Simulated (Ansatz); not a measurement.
Structure of amorphous Hf18O39La2 (periodic cell):

```xyz
59
Lattice="9.0985 0.0835 -0.1674 0.0835 9.1952 -0.1852 -0.1674 -0.1852 9.3387" Properties=species:S:1:pos:R:3 pbc="T T T"
Hf     7.9717     3.5384     5.2721
Hf     2.1128     1.4945     5.8092
Hf     8.9579     1.2607     8.2883
Hf     1.5665     4.6335     7.0782
Hf     6.1054     9.0424     7.4171
Hf     4.1728     4.9353     0.6821
Hf     3.2416     1.9290     0.3724
Hf     0.6593     4.3584     0.6221
Hf     2.0874     7.5167     2.0256
Hf     3.2490     7.6924     5.1015
Hf     6.2756     3.0968     8.4408
Hf     7.0882     5.3582     2.2932
Hf    -0.0124     1.6348     2.6274
Hf     8.2781     8.0833     0.5440
Hf     5.7951     1.0713     4.4580
Hf     4.9157     4.4690     6.0121
Hf     2.6526     7.9291     8.2698
Hf     5.1919     8.0749     1.6395
O      4.1480     5.8520     4.8980
O      5.1388     6.0024     2.1476
O      0.4333     2.4679     6.7273
O      3.7338     6.9311     0.2941
O      0.5482     4.6388     5.3346
O      1.2362     2.0842     0.9559
O      2.2490     6.5102     6.8458
O      6.2837     8.1200    -0.1427
O      8.0752     0.9408     0.8290
O      3.6886     3.2645     1.7974
O      8.2032     3.0453     8.9357
O      5.5670     0.6710     2.6134
O      1.9801     0.7671     8.0346
O      2.1915     5.4696     1.6305
O      4.2758     8.1123     6.9968
O      5.6728     3.0665     4.8136
O      3.1062     3.4311     5.9682
O      4.6930     4.4748     8.0620
O      6.1587     4.0812     0.9390
O      6.5551     8.6573     5.3820
O      3.3455     0.0431     0.9867
O      8.8309     3.7858     2.3539
O      8.5901     6.0579     1.1070
O      0.4448     8.6741     2.5700
O      7.3188     5.2734     4.2563
O      7.1224     7.5498     2.4051
O      4.8906     1.5147     8.6025
O      2.3147     3.6844     8.8262
O      1.5523     2.0245     3.9667
O      3.9228     0.6755     5.2935
O      7.0649     1.5896     7.1919
O      7.8496     1.7425     4.1508
O      1.5066     8.7941     5.4770
O      1.6740     6.6925     3.9067
O      6.8628     4.2689     6.7928
O      3.6982     8.0446     3.1257
O      1.1685     7.9174     0.1477
O      8.1636     8.5748     7.7725
O      0.1858     5.1934     8.2735
La     2.3323     4.3302     3.6963
La     8.6354     7.6182     4.5118
```

All values below come from PBE, scalar-relativistic without spin-orbit coupling (plane waves to 420 eV, PAW; Ansatz, a program for electronic structure).

It comes from a melt-quench run on a machine-learned potential (CHGNet), relaxed afterwards by DFT. O atoms were pushed apart under 1.9 Å during the dynamics, to hinder bonds among them. The hot cell started wider than the set density and was brought back towards it in steps. It is the lowest in DFT energy of 2 quenches. It is a model cell: composition and starting density were chosen by hand, and all elements were melted together. No dispersion term was used. Its density started from a set value of 8.75 and ended at 8.75 g/cm³. The quench (nominally 300 K/ps over its main leg) was far faster than any real one, so the model tends to hold more defects than a real film. A cell of this size samples the disorder only roughly. The volume was held where the preparation left it and the shape relaxed, at a PBE pressure of 2.3 GPa. Stress components on the final sampling reach 2.3 GPa.

Bonds are counted up to Hf-Hf 3.34 Å, Hf-O 2.62 Å, Hf-La 3.65 Å, O-O 1.58 Å, O-La 3.00 Å, La-La 3.96 Å. Two cations that share two anions don't count as bonded, nor two that share one unless they lie closer than Hf-Hf 3.25 Å, Hf-La 3.55 Å, La-La 3.85 Å.

Question: Give the coordination numbers, mean bond lengths and angles.

Answer: 
The mean coordination of Hf by anions is 6.28 (2 with 5, 9 with 6, 7 with 7) and the mean coordination of O is 3.26 (2 with 2, 25 with 3, 12 with 4). The mean coordination of La by anions is 7.00 (1 with 6, 1 with 8) and the mean Hf-O bond is 2.134 Å (spread 0.116 Å, 113 counted). The mean O-La bond is 2.547 Å (spread 0.138 Å, 14 counted) and the bond angle at Hf is mean 102.8°, spread 29.2°. The bond angle at O is mean 111.5°, spread 16.5° and the bond angle at La comes out as mean 100.1°, spread 31.9°.

Question: List the pairs of like atoms that count as bonded by the rules above.

Answer: There are none by these rules.
